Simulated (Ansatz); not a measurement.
Start from HfN in the rock salt structure (space group Fm-3m, No. 225; relaxed with 0.1 eV smearing).

```
HfN
1.0
    0.00000     2.26285     2.26285
    2.26285     0.00000     2.26285
    2.26285     2.26285     0.00000
Hf N
1 1
Direct
  0.00000   0.00000   0.00000
  0.50000   0.50000   0.50000
```

The values are results of plane-wave PAW DFT at the r2SCAN level (Ansatz, an electronic-structure program, 500 eV), no spin-orbit coupling, not measurements.

For the base:

| Quantity | Value |
|---|---|
| Pressure | 0.0 GPa |

One thing is altered: an isotropic linear strain of +2.50 %; the atoms relax in the strained cell.

Problem. Predict the new energy relative to the base and pressure.

Solution. The energy goes up by 53 meV/atom; the pressure goes from zero to -17.8 GPa.

Whether these cells are dynamically stable was not tested. All final runs are without spin polarisation. An odd electron count without spin: HfN.
